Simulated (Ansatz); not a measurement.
Start from GaN in the zinc blende structure (space group F-43m, No. 216).

```
GaN
1.0
    0.00000     2.24895     2.24895
    2.24895     0.00000     2.24895
    2.24895     2.24895     0.00000
Ga N
1 1
Direct
  0.00000   0.00000   0.00000
  0.25000   0.25000   0.25000
```

Calculations: r2SCAN/PAW in Ansatz (a first-principles code), scalar-relativistic without spin-orbit coupling.

Strains are applied to the cell and any free atomic positions relax.

One change was made to it. Results:

```json
[
 {"quantity": "width of the top valence band", "base": "3.72 eV", "after": "3.37 eV"},
 {"quantity": "energy relative to the base (free energy F)", "base": "0 meV/atom", "after": "+36 meV/atom"},
 {"quantity": "gap character", "base": "direct at Γ", "after": "direct at Γ"},
 {"quantity": "band gap", "base": "2.17 eV", "after": "1.67 eV"},
 {"quantity": "electron mass", "base": "0.17 mₑ (at Γ)", "after": "0.14 mₑ (at Γ)"}
]
```

Task: What was done to the base?
A) isotropic strain +1.50 %
B) isotropic strain +3.00 %
C) isotropic strain +0.50 %
D) isotropic strain +2.50 %
E) isotropic strain +1.00 %

Result: D, isotropic strain +2.50 %. For comparison, the band gap in the other runs: isotropic strain +1.00 % gives 1.97 eV; isotropic strain +1.50 % gives 1.87 eV; isotropic strain +0.50 % gives 2.07 eV; isotropic strain +3.00 % gives 1.57 eV.

Masses are band curvatures over ±0.01 Å⁻¹ around the edge. Whether these cells are dynamically stable was not tested. This is not the structure that GaN has at room temperature and ambient pressure.
